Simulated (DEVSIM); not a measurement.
Structure: Ni/SiO2/n-GaAs capacitor, at 300 K.

Layer 1 from the left is SiO2, thickness (nm) 22.0. Layer 2 from the left is GaAs, thickness (nm) 8800, Nd (cm⁻³) 5.4e15.

Metal gate on the left, work function 5.1 eV. Fixed charge at the semiconductor interface -7.6e11 cm⁻² (in units of +e); interface traps 3e11 cm⁻² eV⁻¹, uniform in energy, neutral level at 0.5 of the gap above the valence band.

Constants are typed, rounded textbook-type inputs, not results; the design itself was drawn at random and stands for no fabricated device. Values at 300 K.

SiO2: gap (eV) 9, affinity (eV) 0.9, permittivity 3.9. GaAs: gap (eV) 1.424, affinity (eV) 4.07, permittivity 12.9, Nc (cm⁻³) 4.7e17, Nv (cm⁻³) 9e18.

Simulated with DEVSIM: 1D Poisson equation in equilibrium, Boltzmann statistics, complete ionisation; no quantum confinement or tunnelling. Metal contacts follow the ideal Schottky-Mott rule: no Fermi-level pinning, no interface dipoles.

Question: What does the simulation give for the threshold voltage (band bending 2φF), the flat-band voltage, the minimum of the low-frequency capacitance?

Answer: threshold voltage (band bending 2φF) 0.11 V; flat-band voltage 1.87 V; minimum of the low-frequency capacitance 0.0488 μF/cm².
